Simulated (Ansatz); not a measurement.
# Hf: isotropic strain −1.50 %

Take Hf in the hcp (Mg type) structure (space group P6_3/mmc, No. 194; a = 3.198 Å, c = 5.049 Å; relaxed with 0.1 eV smearing) as the base.

It is then changed as follows: the cell is scaled by 0.9850 in all directions, atoms relaxed at fixed cell.

All numbers come from r2SCAN/PAW in Ansatz (an electronic-structure program), no spin-orbit coupling. Γ-centred 21×21×12 mesh, Fermi–Dirac width 0.1 eV.

| quantity | base | changed | shift |
|---|---|---|---|
| volume per atom | 22.36 Å³ | 21.37 Å³ | -0.99 Å³ |
| space group | P6_3/mmc (No. 194) | P6_3/mmc (No. 194) | – |
| shortest interatomic distance | 3.128 Å | 3.081 Å | -0.047 Å |
| energy relative to the base (free energy F) | 0 meV/atom | +16 meV/atom | +16 meV/atom |
| pressure (mean of the normal stresses, compression positive) | 0.0 GPa | 5.4 GPa | +5.4 GPa |
| band gap | zero | zero | – |

Final structure:

```xyz
2
Lattice="3.1503 0.0000 0.0000 -1.5752 2.7283 0.0000 0.0000 0.0000 4.9731" Properties=species:S:1:pos:R:3 pbc="T T T"
Hf     1.5752     0.9094     3.7298
Hf     0.0000     1.8188     1.2433
```

Whether these cells are dynamically stable was not tested. The final runs are not spin-polarised.
